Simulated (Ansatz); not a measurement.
**Effective masses and thermopower of BaZrO$_{3}$ (Pm-3m)**

Given:

```yaml
crystal:
  lattice:
    - [4.22720, 0.00000, 0.00000]
    - [0.00000, 4.22720, 0.00000]
    - [0.00000, 0.00000, 4.22720]
  atoms:
    - { symbol: Ba, position: [0.00000, 0.00000, 0.00000] }
    - { symbol: Zr, position: [0.50000, 0.50000, 0.50000] }
    - { symbol: O, position: [0.50000, 0.00000, 0.50000] }
    - { symbol: O, position: [0.00000, 0.50000, 0.50000] }
    - { symbol: O, position: [0.50000, 0.50000, 0.00000] }
```

These are PBE, rigid bands (plane waves, PAW, scalar-relativistic; Ansatz, a program for electronic structure) values and carry that method's errors. Condition of this run: functional PBE, cell relaxed with it. Geometry: cell and atoms relaxed with PBE.

* **band gap**: 3.18 eV
* **electron conductivity mass (300 K, dilute)**: 0.56 mₑ
* **hole conductivity mass (300 K, dilute)**: 2.1 mₑ
* **effective density of states N_c (300 K)**: 5.0e19 cm⁻³
* **effective density of states N_v (300 K)**: 4.5e20 cm⁻³
* **density-of-states mass, electrons**: 1.59 mₑ
* **density-of-states mass, holes**: 6.9 mₑ
* **Seebeck coefficient, n-type 1e19 cm⁻³, 300 K**: -353 μV/K
* **best n-type power factor at 300 K for τ = 10 fs (best axis; densities from 1e16 to 1e21 cm⁻³ tried, whether or not they can be reached)**: 14.2 μW/(cm·K²) at 3e20 cm⁻³
* **Seebeck coefficient, p-type 1e19 cm⁻³, 300 K**: 545 μV/K

Rigid bands; masses and Seebeck coefficients take one relaxation time τ for all states and one kind of carrier; polarons and phonon drag are left out. Spin-orbit coupling is left out; where it splits the top of the valence band, N_v and the p-type Seebeck coefficient come out somewhat high without it.
